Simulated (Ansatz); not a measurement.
**GaSb, point defects**

The parent structure is a 16-atom supercell of GaSb in the zinc blende structure (space group F-43m, No. 216) at its relaxed geometry.

```
CELL_PARAMETERS angstrom
      0.00000     6.21351     6.21351
      6.21351     0.00000     6.21351
      6.21351     6.21351     0.00000
ATOMIC_POSITIONS crystal
  Sb 0.37500 0.37500 0.37500
  Sb 0.37500 0.37500 0.87500
  Sb 0.37500 0.87500 0.37500
  Sb 0.37500 0.87500 0.87500
  Sb 0.87500 0.37500 0.37500
  Sb 0.87500 0.37500 0.87500
  Sb 0.87500 0.87500 0.37500
  Sb 0.87500 0.87500 0.87500
  Ga 0.00000 0.00000 0.00000
  Ga 0.00000 0.00000 0.50000
  Ga 0.00000 0.50000 0.00000
  Ga 0.00000 0.50000 0.50000
  Ga 0.50000 0.00000 0.00000
  Ga 0.50000 0.00000 0.50000
  Ga 0.50000 0.50000 0.00000
  Ga 0.50000 0.50000 0.50000
```

One neutral defect a cell, atoms relaxed at fixed cell.

Calculations: PBE (Ansatz, an electronic-structure program; PAW; 420 eV plane waves; spin-orbit coupling left out).

```json
[
 {"change": "perfect supercell", "pressure": "0.0 GPa", "largest displacement of a host atom from its site in the perfect cell": "–"},
 {"change": "Ga interstitial (started 2.54 Å from the nearest host atom)", "pressure": "2.6 GPa", "largest displacement of a host atom from its site in the perfect cell": "0.06 Å"},
 {"change": "Ga on a Sb site (antisite)", "pressure": "-0.8 GPa", "largest displacement of a host atom from its site in the perfect cell": "0.13 Å"},
 {"change": "Ga vacancy, symmetric start", "pressure": "-1.7 GPa", "largest displacement of a host atom from its site in the perfect cell": "0.16 Å"},
 {"change": "H interstitial (started 2.54 Å from the nearest host atom), symmetric start", "pressure": "0.2 GPa", "largest displacement of a host atom from its site in the perfect cell": "0.16 Å"}
]
```

In so small a cell the defect repeats every few ångströms: this is an ordered compound, not a dilute defect. Defects with a symmetric start kept the site's symmetry and may sit on a saddle; the others started slightly shaken. All final runs are without spin polarisation.
